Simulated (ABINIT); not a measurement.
Input and output of a self-consistent single point for CaMg (Pmm2, 4 atoms in the cell) (ABINIT).

Method: LDA (PW92), norm-conserving pseudopotentials (PseudoDojo nc-sr-04 LDA standard) (plane waves; ABINIT).

```xyz
4
Lattice="5.6909 0.0000 0.0000 0.0000 3.9092 0.0000 0.0000 0.0000 5.7126" Properties=species:S:1:pos:R:3 pbc="T T T"
Ca     4.2682     1.9546     4.3084
Ca     1.4227     1.9546     1.4543
Mg     4.2682     0.0000     1.3841
Mg     1.4227     0.0000     4.3285
```

Reference input (self-consistent single point, DFT, LDA (PW92), plane waves, norm-conserving pseudopotentials (PseudoDojo nc-sr-04 LDA standard)): pseudos = [Ca.upf, Mg.upf]; ecut = 42 Ha; occopt = 3; tsmear = 0.00367493 Ha; ngkpt = 3 4 3; nshiftk = 1; shiftk = 0 0 0; potentials = PseudoDojo nc-sr-04 LDA standard; nband = 27; kptopt = 1; nstep = 80; tolvrs = 1e-12. This run's input differs from it in these lines:

```diff
@@ -20,3 +20,3 @@
 tsmear 0.00367493
-nband 27
+nband 20
 kptopt 1
```

Log, with long lists cut:

```
 wfconv:    20 bands initialized randomly with npw= 11158, for ikpt=     8
 wfconv:    20 bands initialized randomly with npw= 11159, for ikpt=     9
 wfconv:    20 bands initialized randomly with npw= 11146, for ikpt=    10
 wfconv:    20 bands initialized randomly with npw= 11174, for ikpt=    11
 wfconv:    20 bands initialized randomly with npw= 11114, for ikpt=    12
_setup2: Arith. and geom. avg. npw (full set) are   11148.639   11148.626
 initro: for itypat=  1, take pseudo charge density from pp file
 initro: for itypat=  2, take pseudo charge density from pp file

 getcut: wavevector=  0.0000  0.0000  0.0000  ngfft=  64  45  64
         ecut(hartree)=     42.000   => boxcut(ratio)=   2.03215

 1/G**2 cut-off applied in the following step : cutoff-mode = CRYSTAL

 1/G**2 cut-off applied in the following step : cutoff-mode = CRYSTAL

 1/G**2 cut-off applied in the following step : cutoff-mode = CRYSTAL

 ITER STEP NUMBER     1
 Max number of non-self-consistent loops: 2

 newocc:
  The calling routine gives nelect=   0.40000000D+02
  The lowest bound is  -0.27067878D+01, with nelect=  0.00000000D+00
  The highest bound is   0.30954647D+00, with nelect=  0.40000000D+02

--- !BUG
src_file: m_occ.F90
src_line: 643
mpi_rank: 0
message: |

     newocc:
      The calling routine gives nelect=   0.40000000D+02
      The lowest bound is  -0.27067878D+01, with nelect=  0.00000000D+00
      The highest bound is   0.30954647D+00, with nelect=  0.40000000D+02
...

  Action: contact ABINIT group (please attach the output of `abinit -b`)

 abinit_abort: decision taken to exit. Check above messages for more info
Abort(13) on node 0 (rank 0 in comm 0): application called MPI_Abort(MPI_COMM_WORLD, 13) - process 0

--- !BUG
src_file: m_occ.F90
src_line: 643
mpi_rank: 0
message: |

     newocc:
      The calling routine gives nelect=   0.40000000D+02
      The lowest bound is  -0.27067878D+01, with nelect=  0.00000000D+00
      The highest bound is   0.30954647D+00, with nelect=  0.40000000D+02
...

  Action: contact ABINIT group (please attach the output of `abinit -b`)
```

The program stopped before any SCF iteration. 

The starting cell comes from a database of computed structures (which also holds hypothetical and non-ambient phases and stackings), without a prior relaxation at this level. Its lattice was rescaled by up to half a per cent. One atom was moved a little off its site on purpose.
